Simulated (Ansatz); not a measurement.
## What pressure 3 GPa does to Ti2AlC

Start from Ti$_{2}$AlC (space group P6_3/mmc, No. 194; a = 3.037 Å, c = 13.638 Å; a cell from a computed database, its experimental status unchecked).

Now apply this change: cell and atoms relaxed at a pressure of 3 GPa.

Method: PBEsol in Ansatz (plane waves to 420 eV, PAW, spin-orbit coupling left out). Γ-centred 18×18×4 mesh, Fermi–Dirac width 0.05 eV.

```tsv
quantity	base	changed	shift
density	4.11 g/cm³	4.19 g/cm³	+0.08 g/cm³
lattice parameter a	3.037 Å	3.018 Å	-0.019 Å
c/a ratio	4.490	4.485	-0.0044
band gap	zero	zero	–
```

Cost of the whole job for the changed cell (relaxation, final SCF and bands): very roughly 3 core-minutes.

Load acts through the strain it causes; cell and atoms are relaxed under it. Stability against distortions was not tested. All final runs are without spin polarisation.

Ansatz is an electronic-structure program.
